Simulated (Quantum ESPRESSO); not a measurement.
Quantum ESPRESSO run on SrSi2Pd2 (I4/mmm, 5 atoms in the cell): self-consistent single point.

Computed with LDA (PZ), GBRV 1.5 ultrasoft (LDA) pseudopotentials (plane waves; Quantum ESPRESSO).

The change in words: lattice scaled by 0.98. Reference geometry:
```
CELL_PARAMETERS angstrom
      2.15218    -2.15218     5.00017
      2.15218     2.15218     5.00017
     -2.15218    -2.15218     5.00017
ATOMIC_POSITIONS crystal
  Sr 0.00000 0.00000 0.00000
  Si 0.00000 0.37361 0.37361
  Si 0.00000 0.62639 0.62639
  Pd 0.50000 0.75000 0.25000
  Pd 0.50000 0.25000 0.75000
```

Reference input (self-consistent single point, DFT, LDA (PZ), plane waves, GBRV 1.5 ultrasoft (LDA) pseudopotentials): ecutwfc = 40 Ry; ecutrho = 320 Ry; occupations = smearing; smearing = gaussian; degauss = 0.0147 Ry; potentials = {Sr: sr_lda_v1.uspp.F.UPF, Si: si_lda_v1.uspp.F.UPF, Pd: pd_lda_v1.4.uspp.F.UPF}; K_POINTS = automatic 9 9 9 0 0 0; conv_thr = 1e-10 Ry; mixing_beta = 0.7. This run's input differs from it in these lines:

```diff
@@ -10,4 +10,4 @@
     ibrav = 7
-    A = 4.304350000
-    C = 10.000350000
+    A = 4.218264000
+    C = 9.800344000
     nat = 5
```

Log, with long lists cut:

```
     Self-consistent Calculation

     iteration #  1     ecut=    40.00 Ry     beta= 0.70

     negative rho (up, down):  2.081E-01 0.000E+00

     total energy              =    -482.70688710 Ry
     estimated scf accuracy    <       6.99189685 Ry

     iteration #  2     ecut=    40.00 Ry     beta= 0.70

     negative rho (up, down):  2.144E-01 0.000E+00

     total energy              =    -485.49546114 Ry
     estimated scf accuracy    <      19.13602434 Ry

     iteration #  3     ecut=    40.00 Ry     beta= 0.70

     negative rho (up, down):  2.163E-01 0.000E+00

     total energy              =    -487.21624281 Ry
     estimated scf accuracy    <       1.22907630 Ry

   [... 8 blocks of this kind left out ...]

     iteration # 12     ecut=    40.00 Ry     beta= 0.70

     negative rho (up, down):  2.178E-01 0.000E+00

     total energy              =    -487.36866367 Ry
     estimated scf accuracy    <          2.7E-10 Ry

     iteration # 13     ecut=    40.00 Ry     beta= 0.70

     negative rho (up, down):  2.178E-01 0.000E+00
     End of self-consistent calculation

     the Fermi energy is    13.0247 ev

!    total energy              =    -487.36866367 Ry
     estimated scf accuracy    <          2.6E-11 Ry
     smearing contrib. (-TS)   =      -0.00436926 Ry
     internal energy E=F+TS    =    -487.36429440 Ry

     convergence has been achieved in  13 iterations

     negative rho (up, down):  2.178E-01 0.000E+00

     Forces acting on atoms (cartesian axes, Ry/au):

     atom    1 type  1   force =    -0.00000000    0.00000000    0.00000000
     atom    2 type  2   force =     0.00000000    0.00000000    0.00437210
     atom    3 type  2   force =     0.00000000    0.00000000   -0.00437210
     atom    4 type  3   force =    -0.00000000    0.00000000    0.00000000
     atom    5 type  3   force =    -0.00000000    0.00000000    0.00000000

     Total force =     0.006183     Total SCF correction =     0.000005

     negative rho (up, down):  2.178E-01 0.000E+00
          total   stress  (Ry/bohr**3)                   (kbar)     P=       14.63
   0.00009330   0.00000000  -0.00000000           13.73        0.00       -0.00
   0.00000000   0.00009330   0.00000000            0.00       13.73        0.00
   0.00000000   0.00000000   0.00011171            0.00        0.00       16.43

   JOB DONE.
```

The run converged in 13 iterations. Against the reference run the free energy drops by 14.7 meV/atom, the pressure goes from -5.46 to 1.46 GPa and the largest force goes from 0.258 to 0.112 eV/Å.

The starting cell comes from a database of computed structures (which also holds hypothetical and non-ambient phases and stackings), without a prior relaxation at this level. For this run, on top of that: lattice scaled by 0.98. Spin polarisation is off.

Cost on one core of a shared machine: roughly 3 min.
